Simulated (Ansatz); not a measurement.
Be, response to strain

Start from Be in the hcp (Mg type) structure (space group P6_3/mmc, No. 194; a = 2.2552 Å, c = 3.5580 Å; relaxed with 0.1 eV smearing). Axes: x lies along a and z along c of the hexagonal cell.

Strains are applied to the cell and any free atomic positions relax; under biaxial strain the out-of-plane vector relaxes too.

Calculations: PBEsol (Ansatz, a quantum-chemistry and plane-wave program; PAW; 420 eV plane waves; spin-orbit coupling left out).

Notes on the quantities. pressure: mean of the normal stresses, compression positive.

```json
[
 {"change": "base", "pressure": "0.0 GPa", "volume per atom": "7.84 Å³"},
 {"change": "biaxial strain −2.50 %, plane normal [001], relaxed out of plane", "pressure": "?", "volume per atom": "?"},
 {"change": "biaxial strain −2.00 %, plane normal [001], relaxed out of plane", "pressure": "5.1 GPa", "volume per atom": "7.53 Å³"},
 {"change": "biaxial strain −1.50 %, plane normal [001], relaxed out of plane", "pressure": "3.7 GPa", "volume per atom": "7.61 Å³"},
 {"change": "biaxial strain −1.00 %, plane normal [001], relaxed out of plane", "pressure": "2.4 GPa", "volume per atom": "7.68 Å³"},
 {"change": "biaxial strain −0.50 %, plane normal [001], relaxed out of plane", "pressure": "1.2 GPa", "volume per atom": "7.76 Å³"},
 {"change": "biaxial strain +1.50 %, plane normal [001], relaxed out of plane", "pressure": "-3.2 GPa", "volume per atom": "8.07 Å³"},
 {"change": "biaxial strain +2.00 %, plane normal [001], relaxed out of plane", "pressure": "-4.2 GPa", "volume per atom": "8.14 Å³"},
 {"change": "biaxial strain +2.50 %, plane normal [001], relaxed out of plane", "pressure": "-5.1 GPa", "volume per atom": "8.22 Å³"},
 {"change": "biaxial strain +3.00 %, plane normal [001], relaxed out of plane", "pressure": "-6.0 GPa", "volume per atom": "8.29 Å³"}
]
```

### Question
Fill in the withheld entries from the trend.

### Answer

- biaxial strain −2.50 %, plane normal [001], relaxed out of plane, pressure: 6.5 GPa
- biaxial strain −2.50 %, plane normal [001], relaxed out of plane, volume per atom: 7.45 Å³

Whether these cells are dynamically stable was not tested.
